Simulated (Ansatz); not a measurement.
Results of rVV10 (PAW; Ansatz, an electronic-structure program) for hcp Gd.

The run printed, among other lines:

```
Relaxation: its limit of steps is 80 (relax.max_steps)
Crystal: 2 atoms, lattice volume = 67.357 Å³
Basis set: ecut = 520 eV, 1797 PW (Γ), exchange–correlation on 60×60×90 points (8 copies of the dense FFT grid, shifted against one another)
Bands: 30, of which v1, the nominal top of the filled ones, is band 18 counted from 1 (17 counted from 0)
Symmetry: 24 space group operations
Space group: P63/mmc (ITA 194), of the structure as read, at distance tolerance 4.1e-5 Å
k-points: 222 of 3240
Initial density: superposition of atomic densities (chi_scale 0.1, normalization cell)
Functional: x = rpw86, c = pbe(β = 0.06672455060314922) + rvv10(b = 6.3, C = 0.0093)
spin=Collinear: Kerker preconditioning applied to the charge; magnetization (m = ρ↑ − ρ↓) channel mixes plain (no charge-response kernel on spin).
SCF 1 converged in 13 iterations: F = -18778.894767 eV  dr2 = 8.90e-12
Crystal: 2 atoms, lattice volume = 67.357 Å³
Initial density: handed on by an earlier stage of this run
spin=Collinear: Kerker preconditioning applied to the charge; magnetization (m = ρ↑ − ρ↓) channel mixes plain (no charge-response kernel on spin).
SCF 2 converged in 5 iterations: F = -18778.894767 eV  dr2 = 1.05e-13
SCF converged after 5 iterations
Magnetization: 15.2307 μB (25.6154 up, 10.3846 down)
Free energy (F): -18778.894767 eV
Internal energy: -18778.865324 eV  (E = F + TS)
E sigma→0 (E₀):  -18778.880045 eV
Fermi energy:    12.018561 eV
--- Forces (eV/Å), atoms counted from 1 ---
  atom   1  Gd     0.00000000     0.00000000     0.00000000
  atom   2  Gd    -0.00000000     0.00000000     0.00000000
--- Stress (GPa, compression-positive) ---
       -0.709667      -0.000000       0.000000
       -0.000000      -0.709667       0.000000
        0.000000       0.000000      -0.713506
  P = ⅓ Tr σ = -0.7109 GPa (-7.109 kbar)
```

### Question
Write an input file that could have produced this run (the log leaves some choices open).

### Answer
One answer among several that fit: 
Ansatz 0.2 input:
```yaml
crystal:
  lattice:
    - [1.8252610581, -3.1614448898, 0.0]
    - [1.8252610581, 3.1614448898, 0.0]
    - [0.0, 0.0, 5.8363586784]
  atoms:
    - { symbol: Gd, position: [0.3333333333, 0.6666666667, 0.25], spin: 7.0 }
    - { symbol: Gd, position: [0.6666666667, 0.3333333333, 0.75], spin: 7.0 }
basis:
  ecutwfc: 520
  ecutrho_ratio: 4
  xc_grid: 2
kpoints:
  mp_grid: { grid: [18, 18, 10] }
hamiltonian:
  xc: { exchange: rpw86, correlation: pbe }
  dispersion: rvv10
  pseudopotentials: { kind: paw }
scf:
  occupations: { method: fermi_dirac, width: 0.05 }
output:
  forces: true
  stress: true
  eigenvalues: true
magnetization:
  spin_polarized: true
relax:
  f_tol: 0.004
  escape_saddle: false
  max_steps: 80
  cell: { stress_tol: 0.02, fix: [volume] }
```

The cell is one volume of an energy–volume scan, off the minimum.

The PAW data were made under PBE.

The run is spin-polarised with parallel starting moments, which need not be the measured order.

Note: the 4f shell is treated without U or exact exchange, so its levels and filling can be wrong.

It cost roughly 110 core-seconds of CPU time.
